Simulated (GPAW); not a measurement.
Band structure of TiPt3 (Pm-3m, 4 atoms in the cell).

```
TiPt3
1.0
    3.92453     0.00000     0.00000
    0.00000     3.92453     0.00000
    0.00000     0.00000     3.92453
Ti Pt
1 3
Direct
  0.00000   0.00000   0.00000
  0.50000   0.50000   0.00000
  0.00000   0.50000   0.50000
  0.50000   0.00000   0.50000
```

Method of the run: PBE, GPAW PAW datasets PBE (gpaw-data 1.0.1) (plane waves; GPAW 25.7.0).

Settings: mode = pw; ecut = 800 eV; xc = PBE; kpts = 6 6 6; mesh shift (steps) = 0 0 0; occupations.name = methfessel-paxton; occupations.width = 0.1 eV; occupations.order = 0; nbands = -8; symmetry.symmorphic = false; symmetry.tolerance = 0.0005; maxiter = 100; bandpath_npoints = 40.

The starting cell comes from a database of computed structures (which also holds hypothetical and non-ambient phases and stackings), without a prior relaxation at this level. Spin-orbit coupling is off. Spin polarisation is off.

Levels in eV from the Fermi level, bands 27 to 34:
| point | 27 | 28 | 29 | 30 | 31 | 32 | 33 | 34 |
|---|---|---|---|---|---|---|---|---|
| Γ | -0.03 | -0.03 | -0.03 | 1.31 | 1.31 | 1.61 | 1.61 | 1.61 |
| X | -2.63 | -2.57 | -1.39 | -0.23 | -0.23 | -0.02 | 0.43 | 0.70 |
| M | -3.06 | -2.39 | -2.27 | -2.23 | 0.17 | 0.17 | 0.33 | 1.43 |
| R | -0.65 | -0.65 | -0.65 | -0.51 | -0.51 | -0.51 | 1.12 | 1.12 |

Bands cross the Fermi level along this path, so the cell is metallic at this level.
